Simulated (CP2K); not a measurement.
Input and output of a self-consistent single point for CuBi5S8 (C2, 14 atoms in the cell) (CP2K).

Level of theory: PBEsol, GPW, DZVP-MOLOPT-SR-GTH basis, GTH-PBE potentials (GTH_POTENTIALS) (CP2K 2026.2).

```yaml
crystal:
  lattice:
    - [6.97553, 0.00000, 0.00000]
    - [5.79214, 3.88703, 0.00000]
    - [-5.71510, -1.73993, 12.90728]
  atoms:
    - { symbol: Cu, position: [0.30595, 0.69405, 0.50000] }
    - { symbol: Bi, position: [0.65368, 0.65852, 0.84675] }
    - { symbol: Bi, position: [0.34148, 0.34632, 0.15325] }
    - { symbol: Bi, position: [0.27495, 0.29613, 0.63557] }
    - { symbol: Bi, position: [0.70387, 0.72505, 0.36443] }
    - { symbol: Bi, position: [0.99931, 0.00069, 0.00000] }
    - { symbol: S, position: [0.33869, 0.33629, 0.92838] }
    - { symbol: S, position: [0.66371, 0.66131, 0.07162] }
    - { symbol: S, position: [0.00699, 0.00723, 0.80393] }
    - { symbol: S, position: [0.99277, 0.99301, 0.19607] }
    - { symbol: S, position: [0.64145, 0.64605, 0.65322] }
    - { symbol: S, position: [0.35395, 0.35855, 0.34678] }
    - { symbol: S, position: [0.89546, 0.85328, 0.54932] }
    - { symbol: S, position: [0.14672, 0.10454, 0.45068] }
```

Reference input (self-consistent single point, DFT PBEsol, GPW, DZVP-MOLOPT-SR-GTH basis, GTH-PBE potentials (GTH_POTENTIALS)): CUTOFF = 600 Ry; REL_CUTOFF = 40 Ry; SMEAR/METHOD = GAUSSIAN; SIGMA = 0.01 eV; KPOINTS/SCHEME = MONKHORST-PACK 5 5 2; GAMMA_CENTERED = T; XC_FUNCTIONAL = PBE:PBESOL; Cu/BASIS_SET = DZVP-MOLOPT-SR-GTH; Cu/POTENTIAL = GTH-PBE-q11; Bi/BASIS_SET = DZVP-MOLOPT-SR-GTH; Bi/POTENTIAL = GTH-PBE-q5; S/BASIS_SET = DZVP-MOLOPT-SR-GTH. This run's input differs from it in these lines:

```diff
@@ -36,3 +36,3 @@
         METHOD GAUSSIAN
-        SIGMA [eV] 0.01
+        SIGMA [eV] 0.8
       &END SMEAR
```

Output, abridged:

```
 SCF WAVEFUNCTION OPTIMIZATION

  Step     Update method      Time    Convergence         Total energy    Change
     1 NoMix/Diag. 0.20E+00      -     0.59215061      -157.3601738096 -1.57E+02
     2 Broy./Diag. 0.20E+00      -     0.24766382      -157.9443956688 -5.84E-01
     3 Broy./Diag. 0.20E+00      -     0.02347648      -156.0083699254  1.94E+00
     4 Broy./Diag. 0.20E+00      -     0.14637914      -156.7325718953 -7.24E-01
     5 Broy./Diag. 0.20E+00      -     0.01978777      -158.3193429155 -1.59E+00
     6 Broy./Diag. 0.20E+00      -     0.01725578      -157.6025600407  7.17E-01
   [... 14 lines left out ...]
    21 Broy./Diag. 0.20E+00      -     0.00000909      -157.2476163215 -6.27E-05
    22 Broy./Diag. 0.20E+00      -     0.00000139      -157.2476554103 -3.91E-05
    23 Broy./Diag. 0.20E+00      -     0.00000275      -157.2477135214 -5.81E-05
    24 Broy./Diag. 0.20E+00      -     0.00000080      -157.2477055793  7.94E-06
  *** SCF run converged in    24 steps ***

  Overlap energy of the core charge distribution:               0.00000000294580
  Self energy of the core charge distribution:               -316.12324974841050
  Core Hamiltonian energy:                                     76.03052173066418
  Hartree energy:                                             114.90552113315997
  Exchange-correlation energy:                                -32.03532346234496
  Smearing free energy correction:                             -0.02517524219910
  Fermi energy:                                                 0.17515552564202

  Total energy:                                              -157.24770557928383
  Total energy (extrapolated to sigma->0):                   -157.23511795818428

   [... lines left out ...]

 STRESS| Analytical stress tensor [bar]
 STRESS|                        x                   y                   z
 STRESS|      x       -5.73499513856E+03  -2.31020733165E+03  -1.26156406301E+03
 STRESS|      y       -2.31020733165E+03   1.15001255507E+03  -3.84138331810E+02
 STRESS|      z       -1.26156406301E+03  -3.84138331810E+02  -2.50630478712E+03
 STRESS| 1/3 Trace                                            -2.36376245687E+03
```

The run converged in 24 iterations. Against the reference run the free energy goes down by 15.9 meV/atom, the pressure goes from -0.48 to -0.24 GPa and the largest force goes from 0.338 to 0.449 eV/Å.

The starting cell comes from a database of computed structures (which also holds hypothetical and non-ambient phases and stackings), without a prior relaxation at this level. Spin polarisation is off. Values carry the incompleteness of an atom-centred basis. The potentials were made for another functional than the one used. The run gives no clean gap (levels at the Fermi energy touch, overlap or are partly filled at this smearing), which alone does not show that the compound is a metal.

Cost on one core of a shared machine: roughly 3 min.
